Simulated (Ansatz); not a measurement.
Levels about the gap of amorphous Ge₁₂Sb₁₂S₃₆ (60 atoms in a cell of 1510 Å³, 3.83 g/cm³; zone centre alone, so wide bands show as single levels with stretches between that a denser mesh fills), at the geometry that PBE-D3(BJ) relaxed, where it gives 0.0 GPa on a denser mesh. The participation number counts the atoms over which a state spreads; weights are charges in smoothed Voronoi cells. The levels come from a single point, so bond lengths are those of that geometry. Method of the levels: PBE-D3(BJ), scalar-relativistic without spin-orbit coupling (Ansatz, a first-principles code). Sampling: the zone centre alone; Fermi-Dirac width 0.05 eV; no spin polarisation.

Preparation: random packing, a CHGNet melt and quench, and a DFT relaxation. The hot cell started wider than the set density and was brought back towards it in steps. It is the lowest in DFT energy of 3 quenches. It is a model cell: composition and starting density were chosen by hand, and all elements were melted together. The geometry includes D3(BJ) dispersion. Its density started from a set value of 3.43 and ended at 3.83 g/cm³. Cooling (nominally 99 K/ps over its main leg) ran many orders faster than in experiment, which tends to leave more defects and strain. One small periodic cell is one sample of the glass; other quenches scatter about these values. Volume and shape were free in the relaxation.

| E - E(highest filled), eV | filling | participation number | largest on | weight S | weight Sb | weight Ge |
|---|---|---|---|---|---|---|
| -0.49 | filled | 14.8 | Ge, 3 neighbours | 0.70 | 0.07 | 0.24 |
| -0.47 | filled | 25.7 | S, 2 neighbours | 0.82 | 0.11 | 0.07 |
| -0.37 | filled | 35.0 | Ge, 3 neighbours | 0.76 | 0.12 | 0.12 |
| -0.28 | filled | 30.0 | S, 2 neighbours | 0.77 | 0.14 | 0.09 |
| -0.20 | filled | 29.1 | S, 2 neighbours | 0.75 | 0.11 | 0.15 |
| -0.07 | filled | 33.2 | S, 2 neighbours | 0.77 | 0.09 | 0.14 |
| 0.00 | filled | 30.9 | S, 3 neighbours | 0.72 | 0.10 | 0.17 |
| 1.33 | empty | 36.2 | Sb, 3 neighbours | 0.47 | 0.33 | 0.20 |
| 1.39 | empty | 30.5 | Sb, 3 neighbours | 0.50 | 0.29 | 0.21 |
| 1.50 | empty | 37.2 | Sb, 3 neighbours | 0.50 | 0.32 | 0.18 |
| 1.54 | empty | 43.4 | Sb, 3 neighbours | 0.56 | 0.26 | 0.18 |
| 1.59 | empty | 23.6 | Sb, 4 neighbours | 0.44 | 0.40 | 0.16 |
| 1.74 | empty | 27.7 | Sb, 3 neighbours | 0.46 | 0.31 | 0.23 |
| 1.80 | empty | 22.8 | Sb, 3 neighbours | 0.51 | 0.38 | 0.11 |

Most localised among these is the filled level at -0.49 eV, on a Ge atom, which has 3 neighbours (S 2.44 Å, S 2.45 Å, S 2.62 Å).
